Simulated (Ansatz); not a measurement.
The reference is InP (space group P4_2/mnm, No. 136; a = 7.1750 Å, c = 4.1627 Å; a hypothetical phase, not in the database extracts checked). Axes: x, y, z lie along a, b, c of the conventional cell.

It is then changed as follows: a pure shear with ε_xz = ε_zx = -0.0060; the atoms relax in the strained cell.

Levels (all Ansatz, an electronic-structure program, PAW): PBEsol (420 eV, no spin-orbit coupling); r2SCAN (500 eV, no SOC); HSE06 (420 eV, no SOC).

One geometry, relaxed with PBEsol, under each level:

| level | band gap | lowest conduction level above the VBM at special points | pressure |
|---|---|---|---|
| PBEsol | 0.70 eV | Γ 0.70 eV; C₂ 1.25 eV; Y₂ 2.01 eV; Z 2.01 eV | 0.0 kbar |
| r2SCAN | 1.24 eV | Γ 1.24 eV; C₂ 1.64 eV; Y₂ 2.36 eV; Z 2.42 eV | 9.1 kbar |
| HSE06 | ___ | ___ | – |

### Question
Give the withheld HSE06 results.

### Answer

- HSE06, band gap: 1.57 eV
- HSE06, lowest conduction level above the VBM at special points: Γ 1.57 eV; C₂ 2.04 eV; Y₂ 2.78 eV

Single points use the geometry relaxed with PBEsol. Their cutoffs differ, which shifts pressures a little. Whether these cells are dynamically stable was not tested. k-point labels follow each cell's own Brillouin zone.
